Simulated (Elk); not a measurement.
Elk run on BaSn (Cmcm, 4 atoms in the cell): self-consistent single point.

Level of theory: PBEsol, spin-orbit coupling in second variation, all-electron FP-LAPW, Elk's shipped species files, APW+lo basis with extra local orbitals (Elk).

```
CELL_PARAMETERS angstrom
      2.68307    -6.36291     0.00000
      2.68307     6.36291     0.00000
      0.00000     0.00000     4.71514
ATOMIC_POSITIONS crystal
  Ba 0.13558 0.86442 0.25000
  Ba 0.86442 0.13558 0.75000
  Sn 0.42794 0.57206 0.25000
  Sn 0.57206 0.42794 0.75000
```

Reference input (self-consistent single point, DFT, PBEsol, all-electron FP-LAPW, Elk's shipped species files, APW+lo basis with extra local orbitals): xctype = 22; rgkmax = 8; swidth = 0.00183747 Ha; ngridk = 5 5 5; tforce = true; gmaxvr = 18 1/bohr; lmaxapw = 10; lmaxo = 8; nxlo = 2; lorbcnd = true; lradstp = 2; nrmtscf = 2. This run's input differs from it in these lines:

```diff
@@ -5,2 +5,5 @@
   22
+
+spinorb
+  .true.
 
@@ -36,2 +39,5 @@
 
+nempty
+  10
+
 swidth
```

The program printed (abridged):

```
│ Self-consistent loop started │
│ Loop number : 1 │
 total energy                :     -28642.2248669
 total moment                :   0.1351185127E-18  0.4618464876E-19 -0.5630970457E-20
│ Loop number : 2 │
 total energy                :     -28642.1018023
 total moment                :   0.1354199687E-18  0.4250417579E-19 -0.6830792587E-20
RMS change in Kohn-Sham potential (target) :   0.3367298993E-01 (  0.1000000000E-05)
Absolute change in total energy (target)   :   0.1230645665     (  0.1000000000E-03)
│ Loop number : 3 │
 total energy                :     -28641.7149011
   [... lines left out ...]
 total energy                :     -28625.2094907
 total moment                :   0.1466345988E-18  0.5256388125E-19 -0.7533289209E-19
RMS change in Kohn-Sham potential (target) :   0.3468018767E-07 (  0.1000000000E-05)
Absolute change in total energy (target)   :   0.1557155665E-03 (  0.1000000000E-03)
│ Loop number : 16 │
 total energy                :     -28625.2094971
 total moment                :   0.1466289057E-18  0.5661473648E-19 -0.7533280730E-19
RMS change in Kohn-Sham potential (target) :   0.1168920325E-07 (  0.1000000000E-05)
Absolute change in total energy (target)   :   0.3245805419E-04 (  0.1000000000E-03)
Convergence targets achieved

│ Loop number : 17 │

Energies :
 Fermi                       :     0.217969325130
 xc effective B-field        :    -0.315342935052E-10
 external B-field            :      0.00000000000
 total energy                :     -28625.2094985
 (external B-field energy excluded from total)

Density of states at Fermi energy :    40.98357794
 (states/Hartree/unit cell)

Estimated indirect band gap :   0.2180207382E-02
 from k-point     25 to k-point     16
Estimated direct band gap   :   0.1567218192E-01
 at k-point      8

Charges :
 core                        :    132.0000000
 valence                     :    80.00000000
 interstitial                :    8.322422881
 muffin-tins (core leakage)
  species :    1 (Ba)
   atom    1                 :    53.66766171     (  0.5347616778E-05)
   [... lines left out ...]
 total moment                :   0.1466272555E-18  0.6664569353E-19 -0.7533200236E-19
   [... lines left out ...]
   total force               :     0.00000000   -0.00127623    0.00000000
   total magnitude           :     0.00127623
  atom :    2
   Hellmann-Feynman          :     0.00000000   -0.23511038    0.00000000
   IBS                       :    -0.00000000    0.23638661   -0.00000000
   total force               :    -0.00000000    0.00127623    0.00000000
   total magnitude           :     0.00127623
```

The run converged in 17 iterations. The count includes the last loop, which Elk runs after its targets are met. 

The starting cell comes from a database of computed structures (which also holds hypothetical and non-ambient phases and stackings), without a prior relaxation at this level. Values depend on the basis (sphere radii, cutoffs, local orbitals), which need not be converged. The log's line on a gap gives a spacing of levels on this mesh, which the program prints for metals too.

These are the values that this program gave, and no reference: the basis lacks p1/2 orbitals, which heavy p elements need under spin-orbit coupling.

Cost on one core of a shared machine: roughly 10 min.
